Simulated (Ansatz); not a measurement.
Start from MgSe in the rock salt structure (space group Fm-3m, No. 225; a = 5.450 Å). Axes: x, y, z lie along the cube axes.

Now apply this change: the cell is stretched by 5.74 % along y with no lateral relaxation; the atoms relax in the strained cell.

Levels (all Ansatz, a program for electronic structure, PAW): PBEsol (420 eV, no spin-orbit coupling); r2SCAN (500 eV, no spin-orbit coupling); HSE06 (420 eV, no spin-orbit coupling).

One geometry, relaxed with PBEsol, under each level:

```json
[
 {"level": "PBEsol", "band gap": "1.48 eV", "lowest conduction level above the VBM at special points": "X 1.48 eV; M 1.72 eV; Γ 2.00 eV; S₀ 3.17 eV", "electron mass": "0.45 mₑ along k, 0.24 mₑ across (at X)", "hole mass": "0.13 mₑ along y, 0.89 mₑ across (at Γ)", "pressure": "-2.88 GPa"},
 {"level": "r2SCAN", "band gap": "2.19 eV", "lowest conduction level above the VBM at special points": "X 2.19 eV; M 2.45 eV; Γ 2.99 eV; S₀ 3.89 eV", "electron mass": "0.45 mₑ along k, 0.26 mₑ across (at X)", "hole mass": "0.18 mₑ along y, 0.90 mₑ across (at Γ)", "pressure": "-2.28 GPa"},
 {"level": "HSE06", "band gap": "[?]", "lowest conduction level above the VBM at special points": "[?]", "electron mass": "–", "hole mass": "–", "pressure": "–"}
]
```

**Question.** Give the withheld HSE06 results.

**Answer.** 
- HSE06, band gap: 2.34 eV
- HSE06, lowest conduction level above the VBM at special points: X 2.34 eV; M 2.61 eV; Γ 3.06 eV

Single points use the geometry relaxed with PBEsol. Their cutoffs differ, which shifts pressures a little. HSE06 was sampled on its mesh, a few special points and the semilocal edge points, so its gap is an upper bound. Effective masses come from finite differences of ±0.01 Å⁻¹. Along k means along the line from Γ to the band edge. Stability against distortions was not tested. Labels are those of the standard path for the cell's own space group.
